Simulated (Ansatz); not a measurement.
The starting structures come from a database of crystals and need not be the phases stable at ambient conditions.

Inside the gap of an insulator the Bloch states are evanescent, with a wavenumber k + iκ along the transport direction.

Input:

```yaml
crystal:
  lattice:
    - [7.01803, 0.00000, 0.00000]
    - [3.21958, 6.79352, 0.00000]
    - [3.50902, 0.00000, 4.49559]
  atoms:
    - { symbol: Na, position: [0.32410, 0.25000, 0.35180] }
    - { symbol: Na, position: [0.67590, 0.75000, 0.64820] }
    - { symbol: Ta, position: [0.00000, 0.50000, 0.00000] }
    - { symbol: Ta, position: [0.00000, 0.00000, 0.00000] }
    - { symbol: Ge, position: [0.31994, 0.75000, 0.36012] }
    - { symbol: Ge, position: [0.68006, 0.25000, 0.63988] }
    - { symbol: O, position: [0.93657, 0.75000, 0.12686] }
    - { symbol: O, position: [0.06343, 0.25000, 0.87314] }
    - { symbol: O, position: [0.88098, 0.39356, 0.41644] }
    - { symbol: O, position: [0.11902, 0.60644, 0.58356] }
    - { symbol: O, position: [0.70258, 0.10644, 0.41644] }
    - { symbol: O, position: [0.29742, 0.89356, 0.58356] }
    - { symbol: O, position: [0.64014, 0.59502, 0.11446] }
    - { symbol: O, position: [0.35986, 0.40498, 0.88554] }
    - { symbol: O, position: [0.24540, 0.90498, 0.11446] }
    - { symbol: O, position: [0.75460, 0.09502, 0.88554] }
```

Space group of this cell: C2/c. The cell is taken as given; by r2SCAN its mean pressure is -5.6 GPa.

Transport runs along the normal of the first two printed cell vectors.

No gap correction and no spin-orbit coupling; mid-gap values are interpolated between computed energies.

Task: Compute, with r2SCAN (Ansatz, a program for electronic structure), the band gap and the smallest decay constant κ at mid-gap.

Result: Gap 3.88 eV on a 8×6×8 mesh; κ = 0.354 1/Å, at the zone centre.
